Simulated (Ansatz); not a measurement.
**Hypothetical zinc blende NaCl: tensor shear ε_xy = −1.74 %**

The parent structure is NaCl in the zinc blende structure (space group F-43m, No. 216; a = 6.177 Å; a hypothetical phase, not in the database extracts checked). Axes: x, y, z lie along the cube axes.

One thing is altered: tensor shear ε_xy = −1.74 % (engineering shear γ = -0.0348); the atoms relax in the strained cell.

The values are results of r2SCAN/PAW in Ansatz (a first-principles code), scalar-relativistic without spin-orbit coupling, not measurements. Γ-centred 9×9×9 mesh, Fermi–Dirac width 0.05 eV.

| quantity | base | changed | shift |
|---|---|---|---|
| volume per atom | 29.45 Å³ | 29.45 Å³ | -0.009 Å³ |
| space group | F-43m (No. 216) | Imm2 (No. 44) | – |
| energy relative to the base (free energy F) | 0 meV/atom | +0.6 meV/atom | +0.6 meV/atom |
| band gap | 5.55 eV | 5.50 eV | -0.05 eV |
| gap character | direct at Γ | direct at Γ | – |
| electron mass | 0.48 mₑ (at Γ) | 0.48 mₑ (at Γ) | – |
| valence-band top at Γ (three highest levels, from the VBM) | 0.00, 0.00, 0.00 eV | 0.00, -0.05, -0.09 eV | – |
| largest internal atomic displacement | – | 0.025 Å | – |
| stress (xx, yy, zz, yz, xz, xy; compression positive) | – | (-0.01, -0.01, -0.02, 0.00, 0.00, 0.19) GPa | – |

Effective masses come from finite differences of ±0.01 Å⁻¹. Stability against distortions was not tested. k-point labels follow each cell's own Brillouin zone.
